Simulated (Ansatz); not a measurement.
The reference is Au in the fcc (Cu type) structure (space group Fm-3m, No. 225; a = 4.048 Å; relaxed with 0.1 eV smearing). Axes: x, y, z lie along the cube axes.

Calculations: LDA (Ansatz, an electronic-structure program; PAW; 420 eV plane waves; no spin-orbit coupling).

It is then changed as follows: the cell is scaled by 0.9900 in all directions; the atoms relax in the strained cell.

Predict the stress tensor and what it implies for the stiffness.

Stress of the strained cell less that of the base (GPa, compression positive):
```
    6.4     0.0     0.0
    0.0     6.4     0.0
    0.0     0.0     6.4
```

Then B = −ΔP/(ΔV/V₀) with ΔV/V₀ = -0.0297 gives secant stiffness values (nonlinear terms included at this strain): B ≈ 215 GPa.

As a check, the harmonic strain energy −½ V₀ Δσ:ε is 9.9 meV/atom; the computed energy rise is 9.5 meV/atom.

No phonon test of stability was made.
